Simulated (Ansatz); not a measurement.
Levels about the gap of amorphous Si₂₄O₄₈La (73 atoms in a cell of 1110 Å³, 2.37 g/cm³; zone centre alone, so wide bands show as single levels with stretches between that a denser mesh fills), at the geometry that PBE relaxed, where it gives 1.0 GPa on a denser mesh. The participation number counts the atoms over which a state spreads; weights are charges in smoothed Voronoi cells. The levels come from a single point, so bond lengths are those of that geometry. Method of the levels: PBE, scalar-relativistic without spin-orbit coupling (Ansatz, an electronic-structure program). Sampling: the zone centre alone; Fermi-Dirac width 0.02 eV; collinear spin, started from a total moment of 1 μB (at the end a net moment of 1.0 μB). The usual formal charges leave 3 electrons over, so the level spacing at the Fermi energy parts defect or band states and needn't be the band gap. In the spin-polarised cell the level spacing at the Fermi energy can part levels of unlike spin. At PBE the levels at both edges of the gap are localised (band-tail or defect states), and the nearest spread-out levels lie 5.6 eV apart at the zone centre.

It comes from a melt-quench run on a machine-learned potential (CHGNet), relaxed afterwards by DFT. O atoms were pushed apart under 1.9 Å during the dynamics, to hinder bonds among them. The hot cell started wider than the set density and was brought back towards it in steps. It is the lowest in DFT energy of 2 quenches. It is a model cell: composition and starting density were chosen by hand, and all elements were melted together. No dispersion term was used. Its density started from a set value of 2.37 and ended at 2.37 g/cm³. The quench (nominally 400 K/ps over its main leg) was far faster than any real one, so the model tends to hold more defects than a real film. A cell of this size samples the disorder only roughly. The volume was held where the preparation left it, at a PBE pressure of 1.0 GPa. Stress components on the final sampling reach 2.2 GPa. Cycles of charging lowered its energy after that relaxation.

```tsv
E - E(highest filled), eV	filling	spin	participation number	largest on	weight O	weight La	weight Si
-1.93	filled	dn	5.4	O, 2 neighbours	0.93	0.03	0.04
-1.87	filled	dn	4.2	O, 2 neighbours	0.93	0.03	0.04
-1.68	filled	up	4.8	O, 2 neighbours	0.93	0.03	0.04
-1.67	filled	dn	5.0	O, 2 neighbours	0.93	0.03	0.04
-0.34	filled	up	2.8	Si, 2 neighbours	0.38	0.00	0.61
-0.34	filled	dn	2.7	Si, 2 neighbours	0.38	0.00	0.62
0.00	filled	up	4.6	Si, 4 neighbours	0.46	0.09	0.46
1.51	empty	dn	4.5	Si, 4 neighbours	0.40	0.13	0.46
3.34	empty	up	11.8	La, 6 neighbours	0.54	0.28	0.18
3.39	empty	dn	10.8	La, 6 neighbours	0.52	0.29	0.19
3.44	empty	up	2.5	La, 6 neighbours	0.20	0.61	0.19
3.48	empty	dn	3.5	Si, 2 neighbours	0.36	0.08	0.56
3.50	empty	up	4.2	Si, 2 neighbours	0.30	0.25	0.45
3.56	empty	dn	1.3	La, 6 neighbours	0.08	0.88	0.04
```

Most localised among these is the empty level at +3.56 eV, on a La atom, which has 6 neighbours (O 2.23 Å, O 2.24 Å, O 2.27 Å, O 2.66 Å, O 2.82 Å, Si 3.16 Å).
